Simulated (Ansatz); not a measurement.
## A worked fit of the energy against the vacuum, with one run withheld: a (001) slab of Se (cut from a parent of space group no. 152; 6 atoms in the cell)

```
Se
1.0
    4.38311     0.00000     0.00000
   -2.19156     3.79589     0.00000
    0.00000     0.00000    38.27470
Se
6
Direct
  0.00000   0.22500   0.43514
  0.77500   0.77500   0.47838
  0.22500   0.00000   0.39190
  0.00000   0.22500   0.56486
  0.77500   0.77500   0.60810
  0.22500   0.00000   0.52162
```

Method: LDA (PW92), default PAW files made with PBE (plane waves; Ansatz, a quantum-chemistry and plane-wave program).

Base settings: basis.ecutwfc = 420 eV; kpoints.mp_grid.grid = 5 5 1; hamiltonian.xc = lda; hamiltonian.pseudopotentials = {kind: paw} (the program's default PAW files); scf.occupations.method = fermi_dirac; scf.occupations.width = 0.01 eV.

The last step of the ladder, which sets the zero, is vacuum between outermost atoms (Å) = 30.0.

The starting cell has typed, rounded lattice constants, without a prior relaxation at this level. The slab is cut from that crystal, and its faces are unrelaxed. Its lattice was rescaled by up to half a per cent. Spin polarisation is off, though cut faces can carry moments; the slab shows no gap. Forces in the cell shown exceed 1 eV/Å.

The differences are negative here: closer images bind.

An empirical form: the interaction of two facing surfaces decays exponentially with the gap, by the tails of the wave functions or, on ionic faces, by the in-plane pattern of charges: ln|ΔF| = a + b·d. One k-point is taken across the vacuum.

```
vacuum (Å)  size of F less the last step's (meV/atom)  ln of it
----------  -----------------------------------------  --------
3.0                                             80.28     4.386
4.0                                                 ?         ?
5.0                                              2.99     1.095
6.0                                              0.65    -0.431
7.0                                              0.15    -1.897
```

**Question.** Fit the line to the 4 rows given and predict the withheld one.

**Answer.** Means: x̄ = 5.2500, ȳ = 0.78825. Σ(x − x̄)(y − ȳ) = -13.79 and Σ(x − x̄)² = 8.750, so b = -1.575 and a = ȳ − b·x̄ = 9.0570; the decay length is 0.63 Å. The largest residual of the fitted rows is 0.087. At x = 4.0 the line gives 2.757, that is 15.8 meV/atom. The run gave 14.84 meV/atom, a miss of 0.96 meV/atom (6 %). The table is a window of a longer ladder. The rows were chosen because the form fits them, the withheld one included, so this shows the method and is no test of the form.

Left out of this page: 7 runs of the series outside the window shown, repeating another row's setting, or not comparable.

Keys are those of Ansatz 0.2.
